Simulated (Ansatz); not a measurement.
Levels about the gap of amorphous Al28O45Ga2 (75 atoms in a cell of 824 Å³, 3.25 g/cm³; zone centre alone, so wide bands show as single levels with stretches between that a denser mesh fills), at the geometry that PBE relaxed, where it gives 1.0 GPa on a denser mesh. The participation number counts the atoms over which a state spreads; weights are charges in smoothed Voronoi cells. The levels come from a single point, so bond lengths are those of that geometry. Method of the levels: PBE, scalar-relativistic without spin-orbit coupling (Ansatz, an electronic-structure program). Sampling: the zone centre alone; Fermi-Dirac width 0.02 eV; no spin polarisation. At PBE the levels at the filled edge of the gap are localised (band-tail or defect states), and the nearest spread-out levels lie 3.7 eV apart at the zone centre.

Preparation: random packing, a CHGNet melt and quench, and a DFT relaxation. O atoms were pushed apart under 1.9 Å during the dynamics, to hinder bonds among them. The hot cell started wider than the set density and was brought back towards it in steps. It is the lowest in DFT energy of 2 quenches. It is a model cell: composition and starting density were chosen by hand, and all elements were melted together. No dispersion term was used. Its density started from a set value of 3.25 and ended at 3.25 g/cm³. Cooling (nominally 280 K/ps over its main leg) ran many orders faster than in experiment, which tends to leave more defects and strain. A cell of this size samples the disorder only roughly. The volume was held where the preparation left it, at a PBE pressure of 1.0 GPa. Stress components on the final sampling reach 3.2 GPa.

```json
[
 {"E - E(highest filled), eV": "-0.56", "filling": "filled", "participation number": "18.8", "largest on": "O, 3 neighbours", "weight O": "0.95", "weight Al": "0.05", "weight Ga": "0.00"},
 {"E - E(highest filled), eV": "-0.53", "filling": "filled", "participation number": "15.4", "largest on": "O, 3 neighbours", "weight O": "0.95", "weight Al": "0.05", "weight Ga": "0.00"},
 {"E - E(highest filled), eV": "-0.45", "filling": "filled", "participation number": "19.1", "largest on": "O, 3 neighbours", "weight O": "0.95", "weight Al": "0.05", "weight Ga": "0.00"},
 {"E - E(highest filled), eV": "-0.34", "filling": "filled", "participation number": "14.5", "largest on": "O, 3 neighbours", "weight O": "0.95", "weight Al": "0.04", "weight Ga": "0.00"},
 {"E - E(highest filled), eV": "-0.20", "filling": "filled", "participation number": "12.9", "largest on": "O, 3 neighbours", "weight O": "0.95", "weight Al": "0.05", "weight Ga": "0.01"},
 {"E - E(highest filled), eV": "-0.11", "filling": "filled", "participation number": "9.1", "largest on": "O, 3 neighbours", "weight O": "0.95", "weight Al": "0.04", "weight Ga": "0.01"},
 {"E - E(highest filled), eV": "0.00", "filling": "filled", "participation number": "4.4", "largest on": "O, 3 neighbours", "weight O": "0.95", "weight Al": "0.04", "weight Ga": "0.00"},
 {"E - E(highest filled), eV": "3.23", "filling": "empty", "participation number": "57.8", "largest on": "Ga, 4 neighbours", "weight O": "0.58", "weight Al": "0.35", "weight Ga": "0.07"},
 {"E - E(highest filled), eV": "4.77", "filling": "empty", "participation number": "16.8", "largest on": "Ga, 4 neighbours", "weight O": "0.56", "weight Al": "0.25", "weight Ga": "0.19"},
 {"E - E(highest filled), eV": "5.37", "filling": "empty", "participation number": "21.1", "largest on": "Ga, 5 neighbours", "weight O": "0.58", "weight Al": "0.26", "weight Ga": "0.16"},
 {"E - E(highest filled), eV": "5.54", "filling": "empty", "participation number": "32.0", "largest on": "Al, 5 neighbours", "weight O": "0.55", "weight Al": "0.43", "weight Ga": "0.03"},
 {"E - E(highest filled), eV": "5.66", "filling": "empty", "participation number": "37.0", "largest on": "Ga, 4 neighbours", "weight O": "0.55", "weight Al": "0.38", "weight Ga": "0.07"},
 {"E - E(highest filled), eV": "5.93", "filling": "empty", "participation number": "41.3", "largest on": "Al, 5 neighbours", "weight O": "0.61", "weight Al": "0.36", "weight Ga": "0.03"},
 {"E - E(highest filled), eV": "6.09", "filling": "empty", "participation number": "40.4", "largest on": "Al, 4 neighbours", "weight O": "0.57", "weight Al": "0.36", "weight Ga": "0.08"}
]
```

Most localised among these is the filled level at +0.00 eV, on a O atom, which has 3 neighbours (Al 1.82 Å, Al 1.85 Å, Al 1.91 Å).
